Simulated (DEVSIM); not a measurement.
Structure: In0.53Ga0.47As p-n junction from an implanted or diffused profile, at 350 K.

| layer (left to right) | material | thickness (μm) | Nd (cm⁻³) | τn (s) | τp (s) |
|---|---|---|---|---|---|
| 1 | In0.53Ga0.47As | 7.50 | 6.7e14 | 8.9e-10 | 8.9e-10 |

Added acceptor profile: 2.4e17 cm⁻³ × exp(−(x − 0.091 μm)²/(2·(0.03 μm)²)). Left contact: ohmic. Right contact: ohmic. Voltage is applied to the left contact. Recombination: SRH at mid-gap. Mobility is constant in doping.

This is a model device: material constants are rounded textbook-type values typed into the input, and sizes, dopings and lifetimes were drawn at random. Values at 300 K; Nc and Nv go as T^1.5, mobilities as T to minus their exponent, the gap by Varshni's rule with the affinity fixed.

```tsv
parameter	In0.53Ga0.47As
gap (eV)	0.74
affinity (eV)	4.51
permittivity	13.9
Nc (cm⁻³)	2.1e17
Nv (cm⁻³)	7.7e18
μn (cm²/Vs)	12000
μp (cm²/Vs)	300
T exponent of μn	1.6
T exponent of μp	1.6
Varshni α (eV/K)	0.00035
Varshni β (K)	190
```

DEVSIM, 1D drift-diffusion, Boltzmann statistics, complete ionisation; no tunnelling, impact ionisation, image-force lowering or self-heating.

Task: Tabulate band edges, carrier densities and field at zero bias.

Result: Energies count from the Fermi level of the right contact; mesh points crowd at the junctions.

```tsv
x (μm)	Ec (eV)	Ev (eV)	n (cm⁻³)	p (cm⁻³)	field (V/cm)
0.000	0.465	-0.260	5.4e10	1.7e15	24000
0.01926	0.510	-0.215	1.2e10	7.9e15	23000
0.03906	0.554	-0.171	2.8e9	3.3e16	20000
0.05943	0.589	-0.136	8.9e8	1.1e17	13000
0.08826	0.609	-0.116	4.5e8	2.1e17	1200
0.1100	0.603	-0.122	5.5e8	1.7e17	-6800
0.1324	0.580	-0.145	1.2e9	8.0e16	-13000
0.1624	0.539	-0.186	4.5e9	2.1e16	-13000
0.1846	0.513	-0.212	1.1e10	8.6e15	-11000
0.2074	0.491	-0.234	2.3e10	4.1e15	-9000
0.2298	0.472	-0.253	4.3e10	2.2e15	-7900
0.2939	0.426	-0.299	1.9e11	4.9e14	-6400
0.4148	0.357	-0.368	1.9e12	4.9e13	-5100
0.6891	0.250	-0.474	6.5e13	1.4e12	-2700
1.641	0.181	-0.544	6.6e14	1.4e11	-33
3.474	0.180	-0.545	6.7e14	1.4e11	≈ 0
5.630	0.180	-0.545	6.7e14	1.4e11	≈ 0
6.648	0.180	-0.545	6.7e14	1.4e11	≈ 0
7.219	0.180	-0.545	6.7e14	1.4e11	≈ 0
7.383	0.180	-0.545	6.7e14	1.4e11	≈ 0
7.459	0.180	-0.545	6.7e14	1.4e11	≈ 0
7.500	0.180	-0.545	6.7e14	1.4e11	≈ 0
```
